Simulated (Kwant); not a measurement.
Model system: wire with a row of barriers in a Si two-dimensional gas. Effective mass 0.19 mₑ, grid spacing 8.3 nm, hard walls, nominal width 200 nm (25 grid rows, so walls 215.8 nm apart), one parabolic valley, scattering region 830 nm long along x; energies count from the band bottom; Fermi energy swept from 3.9582e-05 to 0.00047004 eV. 4 barrier(s) across the wire, height 0.0014 eV, thickness 33.2 nm (about 4 grid columns), spaced by 99.6 nm.

Constants are typed, rounded textbook-type inputs, not results; the design itself was drawn at random and stands for no fabricated device.

Model: effective-mass tight-binding model on a square grid, one spin, coherent transport at 0 K (Kwant). Conductance is in e²/h.

Task: How many channels do the leads carry at E = 0.224, 0.308, 0.335 meV?

Result: The hard-wall thresholds are n² ħ²π²/(2mW²) = n² × 0.0425 meV with W = 215.8 nm. √(0.224/0.0425) = 2.29, so 2. √(0.308/0.0425) = 2.69, so 2. √(0.335/0.0425) = 2.81, so 2.
